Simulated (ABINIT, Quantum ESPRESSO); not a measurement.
An ABINIT input for a self-consistent single point of LiMg (Amm2, 6 atoms in the cell) (DFT, LDA (PW92), plane waves, norm-conserving pseudopotentials (PseudoDojo nc-sr-04 LDA standard)):

```
# LiMg, PseudoDojo nc-sr-04 LDA standard
pp_dirpath "./"
pseudos "Li.upf, Mg.upf"
acell 4.8995800000 7.5403043457 7.5403043457 Angstrom
rprim
         1.0000000000    0.0000000000    0.0000000000
         0.0000000000    0.2255114545    0.9742405165
         0.0000000000   -0.2255114545    0.9742405165
natom 6
ntypat 2
znucl 3 12
typat 1 1 1 2 2 2
xcart
         0.0000000000   -0.0000000000    8.4941551129
         4.6294321628   -0.0000000000   13.1840703958
         4.6294321628   -0.0000000000    3.7603725191
         0.0000000000   -0.0000000000   26.8756689196
         0.0000000000   -0.0000000000   17.8750962436
         4.6294321628   -0.0000000000   22.3573359031
ecut 42
occopt 7
tsmear 0.00734986
nband 27
kptopt 1
ngkpt 5 7 7
nshiftk 1
shiftk 0 0 0
nstep 80
tolvrs 1.0e-11
prtwf 0
prtden 0
prtvol 1
```

**Question.** Translate this input to Quantum ESPRESSO.

**Answer.** This is the input that was run; spellings and numerical settings could be chosen otherwise.

```fortran
&control
    calculation = 'scf'
    prefix = 'limg'
    outdir = './tmp'
    pseudo_dir = './'
    tprnfor = .true.
    tstress = .true.
/
&system
    ibrav = 0
    nat = 6
    ntyp = 2
    ecutwfc = 40
    ecutrho = 200
    occupations = 'smearing'
    smearing = 'gaussian'
    degauss = 0.0147
/
&electrons
    conv_thr = 1.0d-8
/
ATOMIC_SPECIES
Li     6.9400  li_lda_v1.4.uspp.F.UPF
Mg    24.3050  mg_lda_v1.4.uspp.F.UPF
CELL_PARAMETERS angstrom
   4.89958000     0.00000000     0.00000000
   0.00000000     1.70042500     7.34607000
   0.00000000    -1.70042500     7.34607000
ATOMIC_POSITIONS angstrom
Li    0.00000000    0.00000000    4.49491331
Li    2.44979000    0.00000000    6.97670960
Li    2.44979000    0.00000000    1.98990344
Mg    0.00000000    0.00000000   14.22199152
Mg    0.00000000    0.00000000    9.45909358
Mg    2.44979000    0.00000000   11.83099266
K_POINTS automatic
5 7 7  0 0 0
```

Basis settings and potentials, where a program has them, do not carry over. This input uses DFT, LDA (PZ), plane waves, GBRV 1.5 ultrasoft (LDA) pseudopotentials. LDA parametrisations can differ slightly between programs.

The starting cell comes from a database of computed structures (which also holds hypothetical and non-ambient phases and stackings), without a prior relaxation at this level.
